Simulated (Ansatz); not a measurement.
We consider GaAs (model structure, started from the BeO type, P4₂/mnm, No. 136, 8 atoms in the cell), described by PBEsol in Ansatz (plane waves, PAW).

Run with plane-wave cutoff 520 eV, 6×6×10 k mesh (along the axes of the cell as run), Fermi–Dirac smearing 0.01 eV, scalar-relativistic PAW data made under PBE.

Cell (relaxed at this level):

```cif
data_As4Ga4
_chemical_formula_sum 'Ga4 As4'
_space_group_name_H-M_alt 'P42/mnm'
_space_group_IT_number 136
_space_group_name_Hall '-P 4n 2n'
_cell_length_a 6.91803
_cell_length_b 6.91803
_cell_length_c 4.00230
_cell_angle_alpha 90.000
_cell_angle_beta 90.000
_cell_angle_gamma 90.000
loop_
_atom_site_label
_atom_site_type_symbol
_atom_site_symmetry_multiplicity
_atom_site_Wyckoff_symbol
_atom_site_fract_x
_atom_site_fract_y
_atom_site_fract_z
_atom_site_occupancy
Ga1 Ga 4 g 0.17596 0.17596 0.50000 1
As1 As 4 f 0.31789 0.31789 0.00000 1
```

Task: Give the computed band gap and bulk modulus B0.

Result: 
- band gap = 0.48 eV (on the SCF k mesh)
- bulk modulus B0 = 63.0 GPa

Note: the bulk modulus is −V dP/dV from two relaxed cells at ±2 % in volume; the relaxation could raise the start's symmetry but not lower it, so the cell can be a saddle point.

Spin–orbit coupling is not included.

It cost very roughly 6 core-minutes of CPU time.

A model structure was made by putting elements into a prototype or built by hand; it is no filed structure, need not be a known phase, and can be a saddle point held by its symmetry.

Ansatz is a quantum-chemistry and plane-wave program.
